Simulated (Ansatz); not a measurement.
**MoS2 under a change: pressure 7.5 GPa**

Base system: MoS2 (space group P6_3/mmc, No. 194; a = 3.109 Å, c = 11.709 Å; layered, stacked along the Cartesian z axis).

Now apply this change: a hydrostatic pressure of 7.5 GPa.

All numbers come from PBEsol-D3(BJ) (Ansatz, a program for electronic structure; PAW; 420 eV plane waves; no spin-orbit coupling). k-mesh 12×12×3 (Γ-centred); smearing 0.05 eV (Fermi–Dirac).

The volume per atom shrinks by 1.24 Å³ (16.34 Å³ → 15.10 Å³) and the density increases by 0.445 g/cm³, from 5.42 g/cm³ to 5.87 g/cm³. The c/a ratio drops by 0.094, from 3.766 to 3.672 and the shortest interatomic distance decreases by 2.0 pm (238.0 pm → 236.0 pm). The enthalpy H = E + PV relative to the base's energy is +0.73 eV/atom and the band gap drops by 0.36 eV to 0.16 eV. The gap character stays indirect, Γ → K–Γ (44 % along) and the smallest direct gap decreases by 0.24 eV (1.79 eV → 1.55 eV). The mean gap deformation potential ΔEg/Δln V amounts to +4.6 eV and the width of the top valence band rises by 0.24 eV (1.88 eV → 2.12 eV). The hole mass goes from 1.1 mₑ along c, 0.50 mₑ across (at Γ) to 1.6 mₑ along c, 0.35 mₑ across (at Γ) and the valence-band top at Γ (three highest levels, from the VBM) becomes 0.00, -0.71, -2.04 eV (base: 0.00, -0.96, -1.60 eV).

Final structure:

```xyz
6
Lattice="3.0540 0.0000 0.0000 -1.5270 2.6449 0.0000 0.0000 0.0000 11.2151" Properties=species:S:1:pos:R:3 pbc="T T T"
Mo     1.5270     0.8816     2.8038
Mo     0.0000     1.7632     8.4113
S      1.5270     0.8816     9.9804
S      0.0000     1.7632     4.3728
S      0.0000     1.7632     1.2347
S      1.5270     0.8816     6.8423
```

Cost of the whole job for the changed cell (relaxation, final SCF and bands): roughly 20 core-seconds.

Load acts through the strain it causes; cell and atoms are relaxed under it. Effective masses come from finite differences of ±0.01 Å⁻¹. Whether these cells are dynamically stable was not tested. Competing high-pressure phases were not computed. The zero or small gap of MoS2 under pressure 7.5 GPa can change with the level of theory.
